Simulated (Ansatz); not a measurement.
The starting structures come from a database of crystals and need not be the phases stable at ambient conditions.

Tunnelling through a barrier is set by its complex band structure: the current falls as exp(−2κd) with the smallest κ.

Here is the system:

```
KIO3
1.0
    6.28763     0.00000     0.00000
    0.01295     8.88746     0.00000
   -3.13734     4.44373     3.14058
K I O
2 2 6
Direct
  0.50842   0.75421   0.00000
  0.50842   0.25421   0.00000
  0.00819   0.00409   0.00000
  0.00819   0.50409   0.00000
  0.40651   0.77281   0.37376
  0.03275   0.14657   0.11337
  0.91938   0.25994   0.51287
  0.03275   0.64657   0.62624
  0.91938   0.75994   0.88663
  0.40651   0.27281   0.48713
```

Space group of this cell: R3c. The cell is taken as given; by PBEsol its mean pressure is 1.1 GPa.

Transport runs along the normal of the first two printed cell vectors, the (110) plane of the conventional cell.

No gap correction and no spin-orbit coupling; mid-gap values are interpolated between computed energies.

Question: Give the band gap and the smallest decay constant κ at mid-gap that PBEsol (Ansatz, a program for electronic structure) yields.

Answer: Gap 2.87 eV on a 10×10×10 mesh; κ = 0.344 1/Å, at the zone centre.
